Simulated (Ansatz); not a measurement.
Consider a 16-atom cell of (Ru,Re) started in the hexagonal close-packed structure, site fractions Ru 0.500, Re 0.500, short-range order 0.00 in the first shell of the mixed sites (0 is random, a negative value favours unlike neighbours), space group P1 at the end. Its start:

```
CELL_PARAMETERS angstrom
      0.00001    -4.77789    -4.40723
     -0.00019     4.77789    -4.40723
      5.51945    -0.00012     4.40735
ATOMIC_POSITIONS crystal
  Re 0.58447 0.41855 0.25031
  Ru 0.20854 0.54439 0.00181
  Ru 0.70955 0.04087 0.00145
  Ru 0.33152 0.16471 0.74637
  Re 0.45937 0.79223 0.49993
  Re 0.95779 0.29029 0.49972
  Re 0.08127 0.91560 0.24970
  Re 0.83293 0.66668 0.74985
  Re 0.54292 0.21057 0.50030
  Ru 0.16882 0.33524 0.25370
  Re 0.66566 0.83386 0.24968
  Ru 0.29301 0.95699 0.00169
  Ru 0.41758 0.58411 0.74999
  Ru 0.91315 0.07927 0.74395
  Re 0.04090 0.70644 0.50002
  Ru 0.79254 0.46022 0.00153
```

The mixing enthalpy is taken against the end members in the hexagonal close-packed type (which need not be the stable form of Ru and Re), relaxed in the same cell and mesh.

All values below come from r2SCAN (plane waves to 500 eV, PAW; Ansatz, a first-principles code). Scalar-relativistic, without spin–orbit coupling; the runs are not spin-polarised. Its k-point mesh 6×6×6, Fermi–Dirac width 0.05 eV.

| end member | weight | volume per atom (Å³) |
|---|---|---|
| Ru | 0.500 | 13.49 |
| Re | 0.500 | 14.70 |

Q: Predict the alloy's volume, bond lengths and mixing enthalpy.

A: 
```
Property                                                                                               Result
----------------------------------------------------------  -------------------------------------------------
volume per atom                                                                                      14.07 Å³
Re–Ru bonds                                                      2.715 Å on average, from 2.668 to 2.799 (48)
Re–Re bonds                                                      2.718 Å on average, from 2.678 to 2.778 (24)
Ru–Ru bonds                                                      2.694 Å on average, from 2.662 to 2.788 (24)
mixing enthalpy per site of the mixed sublattice                                                      -61 meV
departure of the mean lattice parameter from Vegard's line  under 0.15 %, inside the noise of the relaxations
```
